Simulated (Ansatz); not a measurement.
For corundum Ti2O3, PBEsol in Ansatz (plane waves, PAW) gives:

| Property | Result |
|---|---|
| equilibrium lattice constant a | 5.039 Å |
| lattice parameter c | 13.882 Å |

Q: What does r²SCAN (PAW; Ansatz, a program for electronic structure) give for the same quantities?

A: 
- lattice constant a: 5.093 Å (grows by 1.1 %)
- lattice parameter c: 13.776 Å (shrinks by 0.8 %)

Changes are worked out from the printed values.

Unless a cell is named, each level is at its own relaxed cell (PBEsol 10.17, r²SCAN 10.31 Å³/atom).

Ansatz's density-functional and Hartree–Fock values are scalar-relativistic unless marked +SOC, with PAW data made under PBE.
